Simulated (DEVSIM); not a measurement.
Device: Pd/Al2O3/p-InP capacitor, at 300 K.

Layer 1 from the left is Al2O3, thickness (nm) 11.0. Layer 2 from the left is InP, thickness (nm) 7900, Na (cm⁻³) 6.2e15.

Metal gate on the left, work function 5.2 eV. Fixed charge at the semiconductor interface -8.3e10 cm⁻² (in units of +e); no interface traps.

The device is made up for the run: typed textbook-type constants, with dimensions and the other settings drawn at random. Values at 300 K.

Al2O3: gap (eV) 6.8, affinity (eV) 1.35, permittivity 9. InP: gap (eV) 1.344, affinity (eV) 4.38, permittivity 12.5, Nc (cm⁻³) 5.7e17, Nv (cm⁻³) 1.1e19.

Question: Estimate by hand the flat-band voltage, the threshold voltage, and compare with a numerical solution.

Answer: 
- Flat-band voltage: C = 0.724 μF/cm², work-function difference -0.331 V; VFB = φms − qNf/C = -0.31 V; numerical -0.31 V.
- Threshold voltage: φF = 0.517 V, depletion charge √(4εqNφF) = 4.77e-8 C/cm²; VT = VFB + 2φF + Qd/C = 0.79 V; numerical 0.79 V.

Simulated with DEVSIM: 1D Poisson equation in equilibrium, Boltzmann statistics, complete ionisation; no quantum confinement or tunnelling. Metal contacts follow the ideal Schottky-Mott rule: no Fermi-level pinning, no interface dipoles.
